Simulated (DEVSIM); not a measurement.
Device: Al0.25Ga0.75As/GaAs p-n heterojunction, at 300 K.

```csv
layer (left to right),material,thickness (μm),Nd (cm⁻³),Na (cm⁻³),τn (s),τp (s)
1,Al0.25Ga0.75As,0.300,-,6.8e17,3.4e-10,3.4e-10
2,GaAs,0.200,9.3e15,-,3.4e-10,3.4e-10
```

Left contact: ohmic. Right contact: ohmic. Voltage is applied to the left contact. Recombination: SRH at mid-gap, radiative, Auger. Mobility is μmin + (μ − μmin)/(1 + (N/Nref)^α).

Constants are typed, rounded textbook-type inputs, not results; the design itself was drawn at random and stands for no fabricated device. Values at 300 K.

```csv
parameter,Al0.25Ga0.75As,GaAs
gap (eV),1.7357,1.424
affinity (eV),3.8725,4.07
permittivity,12.19,12.9
Nc (cm⁻³),6.5e17,4.7e17
Nv (cm⁻³),9e18,9e18
μn (cm²/Vs),4375,8500
μp (cm²/Vs),221,400
"μn,min",500,500
"μp,min",20,20
"Nref,n",6e16,6e16
"Nref,p",1.5e17,1.5e17
αn,0.39,0.39
αp,0.38,0.38
B (cm³/s),2e-10,2e-10
Cn (cm⁶/s),1e-30,1e-30
Cp (cm⁶/s),1e-30,1e-30
```

Simulated with DEVSIM: 1D drift-diffusion, Boltzmann statistics, complete ionisation; no tunnelling, impact ionisation, image-force lowering or self-heating. Band offsets follow the typed affinities; no thermionic-emission limit at abrupt steps, no polarisation charge.

The doping Nd of layer 2 was swept, all else fixed.

| doping Nd of layer 2 (cm^-3) | potential step across the device at zero bias (V) | dark forward voltage at 1 A/cm² (V) | dark forward voltage at 100 A/cm² (V) | largest field in the device at zero bias (V/cm) |
|---|---|---|---|---|
| 2.8e14 | 1.279 | 0.822 | 0.968 | 120000 |
| 9.3e14 | 1.310 | 0.855 | 1.001 | 120000 |
| 2.8e15 | 1.339 | 0.887 | 1.036 | 120000 |
| 9.3e15 | 1.370 | ? | ? | 120000 |
| 2.8e16 | 1.399 | 0.980 | 1.118 | 130000 |
| 9.3e16 | 1.430 | 1.024 | 1.158 | 190000 |

Q: What belongs in the gaps?

A: 
- 9.3e15, dark forward voltage at 1 A/cm² (V): 0.931
- 9.3e15, dark forward voltage at 100 A/cm² (V): 1.078
